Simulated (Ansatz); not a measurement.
## Energy from pressure between two volumes: MgB2 (P6mm, 3 atoms in the cell)

```
CELL_PARAMETERS angstrom
      1.55272    -2.68940     0.00000
      1.55272     2.68940     0.00000
      0.00000     0.00000     3.53760
ATOMIC_POSITIONS crystal
  Mg 0.00000 0.00000 0.01413
  B  0.33333 0.66667 0.50000
  B  0.66667 0.33333 0.50000
```

Method: PBEsol, default PAW files made with PBE (plane waves; Ansatz, a program for electronic structure).

Settings: basis.ecutwfc = 1010 eV; kpoints.mp_grid.grid = 12 12 9; hamiltonian.xc = pbesol; hamiltonian.pseudopotentials = {kind: paw} (the program's default PAW files); scf.occupations.method = fermi_dirac; scf.occupations.width = 0.1 eV. This cutoff ends a ladder whose last two steps agree within 1 meV/atom.

The second cell is the first with its lattice scaled by 0.98, at the same fractional positions.

The starting cell has typed, rounded lattice constants, without a prior relaxation at this level. Its lattice was rescaled by up to half a per cent. One atom was moved a little off its site on purpose. Ansatz's pressure includes its estimate of the finite-basis (Pulay) stress.

| cell | volume (Å³/atom) | pressure (GPa) | F less the first cell's (meV/atom) |
|---|---|---|---|
| first | 9.8484 | -5.54 | 0.00 |
| second | 9.2693 | 3.66 | ? |

Question: Estimate the energy of the second cell from the pressures, and the bulk modulus between the two volumes.

Answer: With P = −dF/dV, the trapezoid gives ΔF ≈ −(P₁ + P₂)/2 · ΔV = −(-0.940 GPa) · (-0.5791 Å³) = -3.40 meV/atom (1 eV/Å³ = 160.22 GPa). The modulus at fixed fractional positions is B = −ΔP/Δln V = 152 GPa, a mean over the interval. P(V) is curved, so the trapezoid lies high by about |ΔV|³·B·(1 + B′)/(12·V̄²) = 0.84 meV/atom for an assumed B′ = 4, which leaves -4.24 meV/atom. The runs gave -4.18 meV/atom, a miss of 0.06 meV/atom. Cases were kept where this miss is small, so the page shows the method and is no test of it.

Left out of this page: 15 runs of the series outside the window shown, repeating another row's setting, or not comparable.

Keys are those of Ansatz 0.2.
